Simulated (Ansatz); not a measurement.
Abridged Ansatz (a quantum-chemistry and plane-wave program) output:

```
Relaxation: its limit of steps is 60 (relax.max_steps)
Pseudopotential: Pb, paw, valence charge 14
Pseudopotential: S, paw, valence charge 6
Crystal: 2 atoms, lattice volume = 49.112 Å³
Basis set: ecut = 420 eV, 941 PW (Γ), exchange–correlation on 60×60×60 points (8 copies of the dense FFT grid, shifted against one another)
Bands: 14, of which v1, the nominal top of the filled ones, is band 10 counted from 1 (9 counted from 0)
Symmetry: 48 space group operations
k-points: 47 of 1000
Functional: x = pbesol(κ = 0.804, μ = 0.12345679012345678), c = pbesol(β = 0.046)
SCF iter   1: F=—  HF=-12640.911377 eV  |F-HF|=—  |Δ(HF+E_count)|=         —  Δρ=4.48e-3  dr2=1.85e-2  ethr=1.77e-3  ⟨swp⟩=6.3  Hψ=3992  notcnv=0
SCF iter   2: F=—  HF=-12640.905532 eV  |F-HF|=—  |Δ(HF+E_count)|=   5.85e-3  Δρ=2.10e-3  dr2=3.81e-3  ethr=9.23e-5  ⟨swp⟩=1.5  Hψ=1095  notcnv=0
SCF 1 converged in 6 iterations: F = -12640.904505 eV  dr2 = 7.47e-8
relax step   1: F+E_penalty+E_count = -12640.90450504 eV  Δ(F+E_penalty+E_count) = +0.000e0 eV  max|allowed force component| = 3.001e-29 eV/Å  Δτ_max = 0.0000 Å  P = +2.999 GPa  Ω = 49.112 Å³  (6 SCF iters, dr2 threshold 1.00e-7 eV, accepted)
[... steps on the carried basis left out ...]
relax step   5: F+E_penalty+E_count = -12640.87265324 eV  Δ(F+E_penalty+E_count) = +1.246e-4 eV  max|allowed force component| = 1.528e-29 eV/Å  Δτ_max = 0.0000 Å  P = +4.997 GPa  Ω = 47.828 Å³  stress off target by 2.54e-3 GPa  SCF on the basis re-selected at this cell (its energy is not comparable with the rows above)  (9 SCF iters)
SCF converged after 9 iterations
Free energy (F): -12640.872653 eV
Internal energy: -12640.872213 eV  (E = F + TS)
E sigma→0 (E₀):  -12640.872433 eV
Entropy (-TS):   -0.000440 eV (-0.220 meV/atom)
Fermi energy:    9.813554 eV
--- Forces (eV/Å), atoms counted from 1 ---
  atom   1  Pb     0.00000000    -0.00000000     0.00000000
  atom   2  S     -0.00000000     0.00000000    -0.00000000
--- Stress (GPa, compression-positive) ---
        4.997460      -0.000000      -0.000000
       -0.000000       4.997460      -0.000000
       -0.000000       0.000000       4.997460
  P = ⅓ Tr σ = 4.9975 GPa (49.975 kbar)
--- Relaxed structure (4 steps of the walk, 3 accepted, 1 SCFs on fresh bases) ---
  cell:  # Å, volume = 47.8285 Å³
    - [-1.751534137138973e-34, 2.88105924754084, 2.88105924754084]
    - [2.88105924754084, 1.5445346483025885e-34, 2.88105924754084]
    - [2.88105924754084, 2.88105924754084, 5.366063672143167e-34]
  atoms:
    - { symbol: Pb, position: [0.5, 0.5, 0.5] }
    - { symbol: S, position: [2.259883567967685e-47, -3.0131780906235797e-47, -5.021963484372632e-47] }
```

### Question
What was computed, and what are the main results?

### Answer
PbS, 2 atoms in the cell, with PBEsol/PAW in Ansatz, without spin-orbit coupling, from a series relaxed to a target (pressure 5 GPa). The last SCF converged to F = -12640.872653 eV, or -6320.4363 eV per atom, at a pressure of 5.00 GPa. The total energy compares only with runs of the same code, potentials and settings.

With Pb present, leaving out spin-orbit coupling can change the band edges. Load acts through the strain it causes; cell and atoms are relaxed under it. No phonon test of stability was made. Competing high-pressure phases were not computed. The cell was made from PbS in the rock salt structure (space group Fm-3m, No. 225) by this change: pressure 5 GPa.

Keys are those of Ansatz 0.2.
